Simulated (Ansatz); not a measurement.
**TiB2: pressure series**

Base system: TiB2 (space group P6/mmm, No. 191; a = 3.032 Å, c = 3.224 Å).

Cell and atoms are relaxed at each pressure.

Computed with plane-wave PAW DFT at the PBE level (Ansatz, a quantum-chemistry and plane-wave program, 420 eV), without spin-orbit coupling.

Notes on the quantities. enthalpy: H = E + PV relative to the base's energy.

| case | volume per atom | enthalpy |
|---|---|---|
| base | 8.56 Å³ | – |
| pressure −2 GPa | 8.63 Å³ | -0.11 eV/atom |
| pressure −1 GPa | 8.59 Å³ | -0.05 eV/atom |
| pressure 1.8 GPa | 8.50 Å³ | +0.10 eV/atom |
| pressure 4.2 GPa | 8.42 Å³ | +0.22 eV/atom |
| pressure 9 GPa | 8.27 Å³ | +0.47 eV/atom |
| pressure 18 GPa | 8.03 Å³ | +0.93 eV/atom |
| pressure 30 GPa | 7.75 Å³ | +1.52 eV/atom |
| pressure 45 GPa | 7.46 Å³ | +2.23 eV/atom |
| pressure 60 GPa | ? | +2.92 eV/atom |

Q: Complete the table.

A: 
- pressure 60 GPa, volume per atom: 7.21 Å³

Load acts through the strain it causes; cell and atoms are relaxed under it. Stability against distortions was not tested. No other phases were tried under pressure. All final runs are without spin polarisation.
